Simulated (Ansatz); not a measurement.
Ansatz (a first-principles code) run on HfZrW4 (F-43m, 6 atoms in the cell): self-consistent single point.

Method of the run: PBEsol, PAW files made with PBE (plane waves; Ansatz).

The change in words: lattice scaled by 0.98. Reference geometry:
```yaml
crystal:
  lattice:
    - [0.00000, 3.74105, 3.74105]
    - [3.74105, 0.00000, 3.74105]
    - [3.74105, 3.74105, 0.00000]
  atoms:
    - { symbol: Zr, position: [0.00000, 0.00000, 0.00000] }
    - { symbol: Hf, position: [0.75000, 0.75000, 0.75000] }
    - { symbol: W, position: [0.37503, 0.37503, 0.37503] }
    - { symbol: W, position: [0.87491, 0.37503, 0.37503] }
    - { symbol: W, position: [0.37503, 0.37503, 0.87491] }
    - { symbol: W, position: [0.37503, 0.87491, 0.37503] }
```

Reference input (self-consistent single point, DFT, PBEsol, plane waves, PAW files made with PBE): kpoints.mp_grid.grid = 7 7 7; hamiltonian.xc = pbesol; hamiltonian.pseudopotentials = {kind: paw} (an earlier, softer set of the program's PAW files); scf.occupations.method = fermi_dirac; scf.occupations.width = 0.1 eV. This run's input differs from it in these lines:

```diff
@@ -2,5 +2,5 @@
   lattice:
-    - [0.000000, 3.741048, 3.741048]
-    - [3.741048, 0.000000, 3.741048]
-    - [3.741048, 3.741048, 0.000000]
+    - [0.000000, 3.666227, 3.666227]
+    - [3.666227, 0.000000, 3.666227]
+    - [3.666227, 3.666227, 0.000000]
   atoms:
```

Log, with long lists cut:

```
SCF iter   1: F=—  HF=-60767.451389 eV  |F-HF|=—  |Δ(HF+E_count)|=         —  Δρ=1.44e-1  dr2=5.73e1  ethr=3.10e-3  ⟨swp⟩=4.6  Hψ=4219  notcnv=0
all-band conjugate gradients solve this SCF's bands
preconditioner: auto → Kerker (q_TF=auto, 2.707 Å⁻¹)
SCF iter   2: F=—  HF=-60758.821768 eV  |F-HF|=—  |Δ(HF+E_count)|=    8.63e0  Δρ=4.01e-2  dr2=2.80e0  ethr=3.10e-3  ⟨swp⟩=3.1  Hψ=2494  notcnv=0  defer=14
   [... lines left out ...]
SCF iter   7: F=—  HF=-60758.001755 eV  |F-HF|=—  |Δ(HF+E_count)|=   3.43e-4  Δρ=3.08e-4  dr2=1.07e-4  ethr=4.70e-7  ⟨swp⟩=2.0  Hψ=2010  notcnv=0  defer=9
SCF iter   8: F=—  HF=-60758.001752 eV  |F-HF|=—  |Δ(HF+E_count)|=   3.00e-6  Δρ=1.16e-4  dr2=2.13e-5  ethr=1.13e-7  ⟨swp⟩=2.0  Hψ=1975  notcnv=0  defer=9
SCF iter   9: F=—  HF=-60758.001747 eV  |F-HF|=—  |Δ(HF+E_count)|=   4.35e-6  Δρ=2.31e-5  dr2=9.53e-7  ethr=2.27e-8  ⟨swp⟩=2.0  Hψ=1704  notcnv=0  defer=10
SCF iter  10: F=-60758.001747 eV  HF=-60758.001747 eV  |F-HF|=1.99e-9  |Δ(HF+E_count)|=   2.41e-7  Δρ=2.31e-6  dr2=4.18e-9  ethr=1.06e-10  ⟨swp⟩=6.0  Hψ=4680  notcnv=0
SCF 1 converged in 10 iterations: F = -60758.001747 eV  dr2 = 4.18e-9
Free energy (F): -60758.001747 eV
Internal energy: -60757.912676 eV  (E = F + TS)
E sigma→0 (E₀):  -60757.957212 eV
Entropy (-TS):   -0.089071 eV (-14.845 meV/atom)
Fermi energy:    21.398966 eV
--- Forces (eV/Å), atoms counted from 1 ---
  atom   1  Zr     0.00000000     0.00000000     0.00000000
  atom   2  Hf    -0.00000000     0.00000000     0.00000000
  atom   3  W     -0.01727826    -0.01727826    -0.01727826
  atom   4  W     -0.01727826     0.01727826     0.01727826
  atom   5  W      0.01727826     0.01727826    -0.01727826
  atom   6  W      0.01727826    -0.01727826     0.01727826
--- Stress (GPa, compression-positive) ---
       25.656066      -0.000000       0.000000
        0.000000      25.656066      -0.000000
        0.000000      -0.000000      25.656066
  P = ⅓ Tr σ = 25.6561 GPa (256.561 kbar)
  The stress holds the Pulay correction. Without it, at fixed plane waves, as pw.x and ABINIT print it: P = 25.5828 GPa
```

The run converged in 10 iterations. Against the reference run the free energy goes up by 105 meV/atom, the pressure goes from 7.90 to 25.66 GPa and the largest force goes from 0.017 to 0.030 eV/Å.

The starting cell comes from a database of computed structures (which also holds hypothetical and non-ambient phases and stackings), without a prior relaxation at this level. Its lattice was rescaled by a random factor within 2.5 % of one. For this run, on top of that: lattice scaled by 0.98. Spin polarisation is off. With a pressure of about 26 GPa the cell is away from its equilibrium volume at this level. Ansatz's pressure includes its estimate of the finite-basis (Pulay) stress.

Keys are those of Ansatz 0.2.
